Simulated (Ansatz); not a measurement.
PBE against PBEsol: hypothetical zinc blende KH, biaxial strain +0.34 %, plane normal [111], relaxed out of plane

Consider KH in the zinc blende structure (space group F-43m, No. 216; a = 6.209 Å; a hypothetical phase, not in the database extracts checked). Axes: x, y, z lie along the cube axes.

(Cell as relaxed with PBE.)

Levels (all Ansatz, a program for electronic structure, PAW): PBE (420 eV, without spin-orbit coupling); PBEsol (420 eV, no spin-orbit coupling).

Each level relaxes its own structure.

```
base                         PBE       PBEsol
-------------------  -----------  -----------
volume per atom         29.93 Å³     28.74 Å³
lattice parameter a  11.734 bohr  11.577 bohr
band gap                 3.64 eV      3.54 eV
```

The change: biaxial strain +0.34 %, plane normal [111], relaxed out of plane (Cartesian); in-plane vectors clamped, the third vector and the atoms free.

| quantity | PBE | PBEsol |
|---|---|---|
| band gap | 3.63 eV | 3.53 eV |
| shortest interatomic distance | 5.084 bohr | 5.018 bohr |
| smallest direct gap | 3.80 eV | 3.65 eV |
| out-of-plane strain | -0.17 % | -0.18 % |

PBE's band gap lies 0.10 eV above PBEsol's; PBE's shortest interatomic distance lies 0.0665 bohr above PBEsol's (1.3 %); PBE's smallest direct gap lies 0.157 eV above PBEsol's. Neither level is exact; PBEsol is the comparison here, not a measurement.

Whether these cells are dynamically stable was not tested.
